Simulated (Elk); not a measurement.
Elk run on BiN (P1, 4 atoms in the cell): self-consistent single point.

Method: LDA (PW92), all-electron FP-LAPW, Elk's shipped species files, default APW+lo basis in Elk.

The change in words: lattice scaled by 0.98. Reference geometry:
```yaml
crystal:
  lattice:
    - [3.61375, 0.00000, 0.00000]
    - [0.34592, 3.64429, 0.00000]
    - [0.07680, -0.00192, 5.31776]
  atoms:
    - { symbol: Bi, position: [0.64966, 0.90401, 0.96119] }
    - { symbol: Bi, position: [0.10100, 0.35162, 0.45974] }
    - { symbol: N, position: [0.69303, 0.94959, 0.54568] }
    - { symbol: N, position: [0.06529, 0.29865, 0.04431] }
```

Reference input (self-consistent single point, DFT, LDA (PW92), all-electron FP-LAPW, Elk's shipped species files, default APW+lo basis): xctype = 3; rgkmax = 7; stype = 3; swidth = 0.00183747 Ha; ngridk = 5 5 3; rmtscf = 0.85. This run's input differs from it in these lines:

```diff
@@ -19,5 +19,5 @@
 avec
-    6.8289883342    0.0000000000    0.0000000000
-    0.6537016199    6.8867062393    0.0000000000
-    0.1451271869   -0.0036263844   10.0491137759
+    6.6924083786    0.0000000000    0.0000000000
+    0.6406284946    6.7489716609    0.0000000000
+    0.1422245676   -0.0035545748    9.8481319540
```

Output, abridged:

```
│ Self-consistent loop started │
│ Loop number : 1 │
 total energy                :     -43249.3915127
│ Loop number : 2 │
 total energy                :     -43249.9103318
RMS change in Kohn-Sham potential (target) :   0.3561538383     (  0.1000000000E-05)
Absolute change in total energy (target)   :   0.5188190847     (  0.1000000000E-03)
│ Loop number : 3 │
 total energy                :     -43252.7075817
RMS change in Kohn-Sham potential (target) :   0.2429215415     (  0.1000000000E-05)
Absolute change in total energy (target)   :    2.926954680     (  0.1000000000E-03)
│ Loop number : 4 │
   [... lines left out ...]
Absolute change in total energy (target)   :   0.1005574719E-02 (  0.1000000000E-03)
│ Loop number : 16 │
 total energy                :     -43248.7719532
RMS change in Kohn-Sham potential (target) :   0.2224027187E-06 (  0.1000000000E-05)
Absolute change in total energy (target)   :   0.2615312842E-03 (  0.1000000000E-03)
│ Loop number : 17 │
 total energy                :     -43248.7719814
RMS change in Kohn-Sham potential (target) :   0.1200557415E-06 (  0.1000000000E-05)
Absolute change in total energy (target)   :   0.9360753029E-04 (  0.1000000000E-03)
Convergence targets achieved

│ Loop number : 18 │

Energies :
 Fermi                       :     0.354032516699
 total energy                :     -43248.7719794

Density of states at Fermi energy :   0.6855951973E-03
 (states/Hartree/unit cell)

Estimated indirect band gap :   0.4310316221E-01
 from k-point     15 to k-point     54
Estimated direct band gap   :   0.5567950785E-01
 at k-point     66

Charges :
 core                        :    140.0000000
 valence                     :    40.00000000
 interstitial                :    8.549703205
 muffin-tins (core leakage)
  species :    1 (Bi)
   atom    1                 :    80.11630548     (  0.5525984510E-02)
   atom    2                 :    80.11184769     (  0.5524310351E-02)
  species :    2 (N)
   atom    1                 :    5.610997740     (  0.3393546198E-05)
   atom    2                 :    5.611145885     (  0.3393639888E-05)
 total in muffin-tins        :    171.4502968
 total calculated charge     :    179.9871787
 total charge                :    180.0000000
 error                       :   0.1282132261E-01

│ Self-consistent loop stopped │
```

The run converged in 18 iterations. The count includes the last loop, which Elk runs after its targets are met. Against the reference run the free energy goes up by 35.1 meV/atom and the gap on the mesh goes from 1.153 to 1.173 eV.

The starting cell comes from a database of computed structures (which also holds hypothetical and non-ambient phases and stackings), without a prior relaxation at this level. Its lattice was rescaled by a random factor within 2.5 % of one. For this run, on top of that: lattice scaled by 0.98. Spin-orbit coupling is off. Values depend on the basis (sphere radii, cutoffs, local orbitals), which need not be converged.

Cost on one core of a shared machine: roughly 2 min.
